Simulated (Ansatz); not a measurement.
Take SnO$_{2}$ in the rutile structure (space group P4_2/mnm, No. 136; a = 4.769 Å, c = 3.212 Å) as the base. Axes: x, y, z lie along a, b, c of the conventional cell.

The change: tensor shear ε_xz = +1.00 % (engineering shear γ = 0.0200); the atoms relax in the strained cell.

Calculations: Ansatz (a program for electronic structure) PBEsol, no spin-orbit coupling.

Q: Give the band edges at the high-symmetry points of the new zone, measured from its valence-band maximum.

A: 
```tsv
point	valence edge (eV)	conduction edge (eV)
Γ	0.00	0.92
Z	-0.63	4.13
D	-0.89	4.53
B	-0.63	4.13
A	-1.24	5.87
E	-0.73	6.15
C₂	-0.81	4.55
Y₂	-0.68	6.09
```

The gap is 0.92 eV, direct at Γ.

Gaps are Kohn–Sham eigenvalue differences; semilocal functionals usually give less than the measured gap. Stability against distortions was not tested. k-point labels follow each cell's own Brillouin zone.
